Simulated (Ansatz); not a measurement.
Sc4Si3 (model structure, started from the Al4C3 type, R-3m, No. 166, 7 atoms in the cell) was calculated with LDA (PAW; Ansatz, a program for electronic structure).

Settings: plane-wave cutoff 520 eV, 8×8×8 k mesh, Fermi–Dirac smearing 0.01 eV, scalar-relativistic PAW data made under PBE.

Cell (relaxed at this level):

Sc4Si3 has the trigonal space group R-3m, hexagonal axes (No. 166), Pearson symbol hR7. Lattice parameters: a = 4.395 Å, b = 4.395 Å, c = 27.263 Å, α = 90.00°, β = 90.00°, γ = 120.00°. Sc1 on 6c is surrounded by 4 Si at 2.618–2.655 Å and 1 Si at 2.843 Å and 3 Sc at 3.149 Å. Sc2 on 6c sees 4 Si at 2.648–2.719 Å and 6 Sc at 3.149–3.203 Å. Si1 on 6c is coordinated by 5 Sc at 2.618–2.655 Å. Si2 on 3a has 8 Sc at 2.719–2.843 Å (cubic). (Neighbours: up to the widest gap in distance over summed covalent radii, below 1.35, at either atom; cation-cation and far metal-metal contacts left out.)
(The calculation used a cell of 7 atoms; values per cell refer to that cell.)

### Question
Estimate the bulk modulus that the calculation returns.

### Answer

* **bulk modulus**: 35.4 GPa

The run finds no gap.

Note: the bulk modulus is −V dP/dV from two relaxed cells at ±2 % in volume; the relaxation could raise the start's symmetry but not lower it, so the cell can be a saddle point.

Computed values are for the static lattice.

It cost roughly 12 core-minutes of CPU time.

A model structure was made by putting elements into a prototype or built by hand; it is no filed structure, need not be a known phase, and can be a saddle point held by its symmetry.
